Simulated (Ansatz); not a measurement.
## HgTe: response to strain

Start from HgTe in the zinc blende structure (space group F-43m, No. 216; a = 6.435 Å). Axes: x, y, z lie along the cube axes.

Strains are applied to the cell and any free atomic positions relax.

Computed with plane-wave PAW DFT at the LDA level (Ansatz, an electronic-structure program, 420 eV), without spin-orbit coupling.

Notes on the quantities. energy relative to the base: free energy F.

```tsv
case	energy relative to the base	shortest interatomic distance
base	0 meV/atom	2.786 Å
tensor shear ε_xy = +1.71 %	+2.7 meV/atom	2.784 Å
tensor shear ε_xy = +1.14 %	+1.2 meV/atom	2.784 Å
tensor shear ε_xy = +1.43 %	+1.9 meV/atom	2.784 Å
tensor shear ε_xy = +0.29 %	+0.1 meV/atom	2.786 Å
tensor shear ε_xy = +2.00 %	+3.7 meV/atom	2.783 Å
tensor shear ε_xy = +0.57 %	+0.3 meV/atom	2.785 Å
tensor shear ε_xy = +0.86 %	+0.7 meV/atom	2.785 Å
```

No phonon test of stability was made. The final runs are not spin-polarised.
